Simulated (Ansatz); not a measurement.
Base system: NiGe (space group Pnma, No. 62; a = 5.4074 Å, b = 3.4734 Å, c = 5.8467 Å; non-magnetic).

Computed with DFT with PBE, PAW potentials and a 420 eV plane-wave cutoff in Ansatz (a program for electronic structure), no SOC.

One change was made to it. Results:

```tsv
quantity	base	after
shortest interatomic distance	2.354 Å	2.305 Å
band gap	zero	zero
density	7.94 g/cm³	8.70 g/cm³
```

Q: Name the change that was made.
(A) pressure 3 GPa
(B) pressure 30 GPa
(C) pressure 7 GPa
(D) pressure 15 GPa

A: D, pressure 15 GPa. For comparison, the shortest interatomic distance in the other runs: pressure 7 GPa gives 2.328 Å; pressure 3 GPa gives 2.342 Å; pressure 30 GPa gives 2.273 Å.

Load acts through the strain it causes; cell and atoms are relaxed under it. No phonon test of stability was made. No other phases were tried under pressure. Starting moments died away, wholly or in part, for the base; another magnetic solution may exist. All final runs are without spin polarisation.
